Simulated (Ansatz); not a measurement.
Take TiO$_{2}$ in the rutile structure (space group P4_2/mnm, No. 136; a = 4.5916 Å, c = 2.9391 Å) as the base. Axes: x, y, z lie along a, b, c of the conventional cell.

The change: biaxial strain −2.15 %, plane normal [001], relaxed out of plane (Cartesian); in-plane vectors clamped, the third vector and the atoms free.

Levels (all Ansatz, a first-principles code, PAW, earlier PAW set): PBEsol (420 eV, no SOC); r2SCAN (500 eV, spin-orbit coupling left out).

The geometry is relaxed with PBEsol.

- PBEsol band gap = 1.88 eV
- PBEsol width of the top valence band = 1.69 eV
- PBEsol pressure = 5.69 GPa

With r2SCAN at the same geometry, the band gap grows by 0.39 eV (1.88 eV → 2.27 eV); the width of the top valence band is nearly the same (1.69 eV against 1.70 eV); the pressure grows by 2.44 GPa to 8.13 GPa.

Single points use the geometry relaxed with PBEsol. Their cutoffs differ, which shifts pressures a little. Whether these cells are dynamically stable was not tested. All final runs are without spin polarisation.
